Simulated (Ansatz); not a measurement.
Reference: CuI (P-3m1), PBEsol+D3BJ, rigid bands (plane waves, PAW, scalar-relativistic; Ansatz, a quantum-chemistry and plane-wave program); axes and stresses refer to this cell.

```yaml
crystal:
  lattice:
    - [3.98629, 0.00000, 0.00000]
    - [-1.99314, 3.45223, 0.00000]
    - [0.00000, 0.00000, 6.85726]
  atoms:
    - { symbol: Cu, position: [0.66667, 0.33333, 0.59546] }
    - { symbol: Cu, position: [0.33333, 0.66667, 0.40454] }
    - { symbol: I, position: [0.33333, 0.66667, 0.77702] }
    - { symbol: I, position: [0.66667, 0.33333, 0.22298] }
```

The electron conductivity mass is 0.21 mₑ and the hole conductivity mass comes out as 1.85 mₑ. The band gap is 1.59 eV.

**Question.** Change: functional r2SCAN on the same cell. What happens to electron conductivity mass, hole conductivity mass, band gap?

**Answer.** electron conductivity mass grows to 0.25 mₑ; hole conductivity mass grows to 1.94 mₑ; band gap rises to 2.21 eV.

Masses are for dilute carriers at 300 K, harmonic means over directions unless an axis is named. Spin-orbit coupling is left out unless a row names it; without it the gap and masses of crystals with these elements can be far off. 

Computed structure with no diffraction record at hand here (it may be known, metastable or hypothetical): CuI (P-3m1). PBEsol with a dispersion correction tends to overbind, so the cell can be several per cent short, in bad cases over ten, which usually narrows a gap: CuI (P-3m1).
